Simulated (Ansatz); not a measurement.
For TiS2 (P-3m1, No. 164; start mp-2156), LDA (Ansatz, an electronic-structure program, PAW) gives:

* **equilibrium lattice constant a**: 3.315 Å
* **c axis length**: 5.438 Å

What does PBE-D4 (plane waves, PAW; Ansatz) give for the same quantities?


- lattice constant a: 3.378 Å (goes up by 1.9 %)
- lattice parameter c: 5.632 Å (rises by 3.6 %)

Changes are worked out from the printed values.

Unless a cell is named, each level is at its own relaxed cell (LDA 17.25, PBE-D4 18.55 Å³/atom).

Caveats: the relaxation could not lower the start's symmetry, so the cell can be a saddle point above a distorted one (LDA, PBE-D4). Ansatz's density-functional and Hartree–Fock values are scalar-relativistic unless marked +SOC, with PAW data made under PBE.

A start named mp-… is a Materials Project structure, which can be a computed phase never made.
